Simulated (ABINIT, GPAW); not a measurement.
A GPAW input for a self-consistent single point of Al2CrB2Mo (Amm2, 6 atoms in the cell) (DFT LDA (Perdew-Wang 92), plane waves, GPAW PAW datasets LDA (gpaw-data 1.0.1)):

```python
from ase import Atoms
from ase.units import GPa
from gpaw import GPAW

atoms = Atoms(['Al', 'Al', 'Cr', 'B', 'B', 'Mo'],
              cell=[[3.058920, 0.000000, 0.000000],
                    [0.000000, 1.569045, 6.935780],
                    [0.000000, -1.569045, 6.935780]],
              scaled_positions=[[0.500000, 0.693020, 0.693020],
                                [0.000000, 0.300420, 0.300420],
                                [0.000000, 0.086900, 0.086900],
                                [0.500000, 0.536070, 0.536070],
                                [0.000000, 0.471060, 0.471060],
                                [0.500000, 0.912530, 0.912530]],
              pbc=True)

calc = GPAW(mode={'name': 'pw', 'ecut': 900},
            xc='LDA',
            kpts=(7, 7, 7),
            occupations={'name': 'fermi-dirac', 'width': 0.1},
            nbands=-14,
            symmetry={'symmorphic': False, 'tolerance': 0.0005},
            maxiter=120,
            txt='-')

atoms.calc = calc

energy = atoms.get_potential_energy()
print('Energy (eV):', round(energy, 6))
forces = atoms.get_forces()
print('Forces (eV/Ang):')
print(forces.round(5))
stress = atoms.get_stress()
print('Stress (GPa, Voigt):', (stress / GPa).round(4))
```

### Question
Write the same calculation as an input for ABINIT.

### Answer
This is the input that was run; spellings and numerical settings could be chosen otherwise.

```
# Al2CrB2Mo, PseudoDojo nc-sr-04 LDA standard
pp_dirpath "./"
pseudos "Al.upf, Cr.upf, B.upf, Mo.upf"
acell 3*1.0 Angstrom
rprim
         3.0589200000    0.0000000000    0.0000000000
         0.0000000000    1.5690450000    6.9357800000
         0.0000000000   -1.5690450000    6.9357800000
natom 6
ntypat 4
znucl 13 24 5 42
typat 1 1 2 3 3 4
xcart
         1.5294600000   -0.0000000000    9.6132685112
         0.0000000000   -0.0000000000    4.1672940552
         0.0000000000   -0.0000000000    1.2054385640
         1.5294600000   -0.0000000000    7.4361271692
         0.0000000000    0.0000000000    6.5343370536
         1.5294600000   -0.0000000000   12.6582146468
      Angstrom
ecut 47
ixc 7
occopt 3
tsmear 0.1 eV
nband 27
kptopt 1
ngkpt 7 7 7
nshiftk 1
shiftk 0 0 0
nstep 100
tolvrs 1.0e-10
prtwf 0
prtden 0
prtvol 1
enunit 1
```

Basis settings and potentials, where a program has them, do not carry over. This input uses DFT, LDA (PW92), plane waves, norm-conserving pseudopotentials (PseudoDojo nc-sr-04 LDA standard). LDA parametrisations can differ slightly between programs.

The starting cell comes from a database of computed structures (which also holds hypothetical and non-ambient phases and stackings), without a prior relaxation at this level.
